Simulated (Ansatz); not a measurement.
Band structure of IrW (P-6m2, 2 atoms in the cell).

```
CELL_PARAMETERS angstrom
      2.80608     0.00000     0.00000
     -1.40304     2.43014     0.00000
      0.00000     0.00000     4.48395
ATOMIC_POSITIONS crystal
  Ir 0.00000 0.00000 0.50000
  W  0.66667 0.33333 0.00000
```

Computed with LDA (PW92), PAW files made with PBE (plane waves; Ansatz, a quantum-chemistry and plane-wave program).

Settings: kpoints.mp_grid.grid = 11 11 6; hamiltonian.xc = lda; hamiltonian.pseudopotentials = {kind: paw} (the program's default PAW files); scf.occupations.method = gaussian; scf.occupations.width = 0.01 Ry; kpoints.band_path.npoints = 8.

The starting cell comes from a database of computed structures (which also holds hypothetical and non-ambient phases and stackings), without a prior relaxation at this level. Spin-orbit coupling is off. Spin polarisation is off.

Levels in eV from the Fermi level, bands 13 to 19:
```tsv
point	13	14	15	16	17	18	19
Γ	-2.02	-1.35	-1.35	-0.34	-0.34	0.37	3.20
M	-2.30	-1.72	-1.05	0.94	3.70	3.90	5.34
K	-3.41	-1.75	-0.32	1.59	2.36	2.65	5.02
A	-3.18	-1.96	-1.96	-1.93	0.96	0.96	3.09
L	-1.73	-0.25	0.68	1.09	1.40	2.86	4.52
H	-3.46	-1.64	-0.57	-0.14	1.30	3.38	7.23
```

Bands cross the Fermi level along this path, so the cell is metallic at this level.

Keys are those of Ansatz 0.2.
